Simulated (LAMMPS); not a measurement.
MD of HgSe (zinc blende) at zero pressure, 4096 atoms, as a crystal; each row is its own run.

Method: classical MD, pair style sw, file CdTeZnSeHgS0.sw, run in LAMMPS.

```
T (K)  volume (Å³/atom)
-----  ----------------
200              28.262
300              28.314
470              28.394
630              28.449
940              28.556
1100             28.604
1260             28.693
```

Fit a straight line, y = a + b x, to these rows (x is the first column, y the second) and predict the run at x = 790.

Least squares gives a = 28.198 and b = 0.0003849. At x = 790 the fit predicts 28.502 Å³/atom. The run itself gave 28.508 ± 0.001 Å³/atom, so the fit is 0.021 % low.

Caution (rows 470; 630; 790; 940; 1100; 1260): a run this short can hold a crystal over, or a liquid under, the potential's own melting point, which these runs don't give.
